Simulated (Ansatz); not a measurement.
Take TiO$_{2}$ in the anatase structure (space group I4_1/amd, No. 141; a = 3.799 Å, c = 9.701 Å) as the base. Axes: x, y, z lie along a, b, c of the conventional cell.

Computed with Ansatz (a quantum-chemistry and plane-wave program) PBE, without spin-orbit coupling.

Strains are applied to the cell and any free atomic positions relax.

One change was made to it. Results:

```csv
quantity,base,after
energy relative to the base (free energy F),0 meV/atom,+2.2 meV/atom
band gap,2.13 eV,2.17 eV
width of the top valence band,0.84 eV,0.77 eV
"pressure (mean of the normal stresses, compression positive)",0.0 kbar,-27.7 kbar
```

Question: What was done to the base?
A. uniaxial strain ε_zz = +0.60 %
B. uniaxial strain ε_zz = +1.80 %
C. uniaxial strain ε_zz = +2.40 %
D. uniaxial strain ε_zz = +1.20 %
E. uniaxial strain ε_zz = +3.00 %

Answer: B, uniaxial strain ε_zz = +1.80 %. For comparison, the energy relative to the base in the other runs: uniaxial strain ε_zz = +0.60 % gives +0.3 meV/atom; uniaxial strain ε_zz = +2.40 % gives +3.9 meV/atom; uniaxial strain ε_zz = +3.00 % gives +6.1 meV/atom; uniaxial strain ε_zz = +1.20 % gives +1.0 meV/atom.

Stability against distortions was not tested. All final runs are without spin polarisation.
